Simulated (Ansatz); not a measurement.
Input and output of a self-consistent single point for a sheet of TiTe2 (3 atoms in the cell) (Ansatz, a quantum-chemistry and plane-wave program).

Method: LDA (PW92) with spin-orbit coupling, default PAW files made with PBE (plane waves; Ansatz).

```yaml
crystal:
  lattice:
    - [3.89963, 0.00000, 0.00000]
    - [-1.94982, 3.37718, 0.00000]
    - [0.00000, 0.00000, 17.17063]
  atoms:
    - { symbol: Ti, position: [0.00000, 0.00000, 0.50000] }
    - { symbol: Te, position: [0.33333, 0.66667, 0.59233] }
    - { symbol: Te, position: [0.66667, 0.33333, 0.40767] }
```

Reference input (self-consistent single point, DFT, PBEsol, plane waves, default PAW files made with PBE): kpoints.mp_grid.grid = 7 7 1; hamiltonian.xc = pbesol; hamiltonian.pseudopotentials = {kind: paw} (the program's default PAW files); scf.occupations.method = methfessel_paxton; scf.occupations.width = 0.272 eV. This run's input differs from it in these lines:

Ansatz 0.2 input:
```diff
@@ -13,4 +13,7 @@
 hamiltonian:
-  xc: pbesol
+  xc: lda
   pseudopotentials: { kind: paw }
+magnetization:
+  noncollinear: true
+  spin_orbit: true
 scf:
```

Output, abridged:

```
SCF iter   1: F=—  HF=-16112.055546 eV  |F-HF|=—  |Δ(HF+E_count)|=         —  Δρ=1.89e-2  dr2=1.22e0  dr2_m=0.00e0 (ungated)  ethr=2.74e-3  |M|=0.00e0 ∫|m|=0.00e0 μB  |m|>n=0.0e0 m-floor=0.0e0 τ_xc=0.0e0  β_m=1.00  ⟨swp⟩=1.0  Hψ=1456  notcnv=0
all-band conjugate gradients solve this SCF's bands
preconditioner: auto → LDOS
spin=Noncollinear: LDOS preconditioning applied to the charge; magnetization (m_x, m_y, m_z) channels mix plain (no charge-response kernel on spin).
   [... lines left out ...]
SCF iter   7: F=—  HF=-16111.692281 eV  |F-HF|=—  |Δ(HF+E_count)|=   1.69e-5  S|Δr|=    0.00e0  Δρ=1.94e-5  dr2=8.03e-7  dr2_m=0.00e0 (ungated)  ethr=1.27e-7  |M|=0.00e0 ∫|m|=0.00e0 μB  |m|>n=0.0e0 m-floor=0.0e0 τ_xc=0.0e0  β_m=0.72  ⟨swp⟩=2.0  [...]
SCF iter   8: F=-16111.692283 eV  HF=-16111.692283 eV  |F-HF|=9.71e-8  |Δ(HF+E_count)|=   1.79e-6  S|Δr|=    0.00e0  Δρ=3.26e-6  dr2=2.31e-8  dr2_m=0.00e0 (ungated)  ethr=2.27e-10  |M|=0.00e0 ∫|m|=0.00e0 μB  |m|>n=0.0e0 m-floor=0.0e0 τ_xc=0.0e0  [...]
SCF 1 converged in 8 iterations: F = -16111.692283 eV  dr2 = 2.31e-8
Stability not checked (fill_not_monotonic)
Magnetization: |M| = 0.0000 μB,  M = (+0.0000, +0.0000, +0.0000) μB
Absolute magnetization: 0.0000 μB (∫|m|)
  site 0: m = (+0.0000, +0.0000, +0.0000) μB, |m| = 0.0000 μB  (R = 1.14 Å)
  site 1: m = (+0.0000, +0.0000, +0.0000) μB, |m| = 0.0000 μB  (R = 1.14 Å)
  site 2: m = (+0.0000, +0.0000, +0.0000) μB, |m| = 0.0000 μB  (R = 1.14 Å)
Free energy (F): -16111.692283 eV
Internal energy: -16111.705142 eV  (E = F + TS)
E sigma→0 (E₀):  -16111.695498 eV
Entropy (-TS):   0.012859 eV (4.286 meV/atom)
Fermi energy:    0.112309 eV
   [... lines left out ...]
  atom   3  Te    -0.00000000    -0.00000000    -0.17752723
--- Stress (GPa, compression-positive) ---
       -1.823208      -0.000000      -0.000000
       -0.000000      -1.823208      -0.000000
       -0.000000      -0.000000       0.398580
  P = ⅓ Tr σ = -1.0826 GPa (-10.826 kbar)
  The stress holds the Pulay correction. Without it, at fixed plane waves, as pw.x and ABINIT print it: P = -1.0961 GPa
```

The run converged in 8 iterations. Against the reference run the largest force goes from 0.437 to 0.178 eV/Å.

The starting cell was generated: these elements placed on a structure prototype, without a prior relaxation; it need not be a known phase or ordering of this composition.
